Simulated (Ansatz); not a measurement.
Start from GaS in the beta-GaS type structure (space group P6_3/mmc, No. 194; a = 3.5344 Å, c = 15.0412 Å; layered, stacked along the Cartesian z axis). Axes: x lies along a and z along c of the hexagonal cell.

One thing is altered: biaxial strain +0.85 %, plane normal [001], relaxed out of plane (Cartesian); in-plane vectors clamped, the third vector and the atoms free.

Levels (all Ansatz, a first-principles code, PAW, earlier PAW set): PBEsol-D3(BJ) (420 eV, without spin-orbit coupling); PBEsol+SOC (420 eV, noncollinear with spin-orbit coupling).

The geometry is relaxed with PBEsol-D3(BJ).

| Property | Result |
|---|---|
| PBEsol-D3(BJ) valence-band top at Γ | 0.00, -1.58, -1.58 eV |
| PBEsol-D3(BJ) width of the top valence band | 2.18 eV |
| PBEsol-D3(BJ) hole mass | 0.13 mₑ out of plane, 1.8 mₑ in plane (at Γ) |
| PBEsol-D3(BJ) gap character | indirect, Γ → M |

Question: What does PBEsol+SOC give at this geometry for the valence-band top at Γ, width of the top valence band, hole mass and gap character?

Answer: The valence-band top at Γ (three highest Kramers pairs, from the VBM) changes from 0.00, -1.58, -1.58 eV to 0.00, -1.55, -1.62 eV; the width of the top valence band stays essentially unchanged (2.18 eV against 2.17 eV); the hole mass stays 0.13 mₑ out of plane, 1.8 mₑ in plane (at Γ); the gap character is still indirect, Γ → M.

Single points use the geometry relaxed with PBEsol-D3(BJ). The spin-orbit shifts are approximate. Masses are band curvatures over ±0.01 Å⁻¹ around the edge. Whether these cells are dynamically stable was not tested.
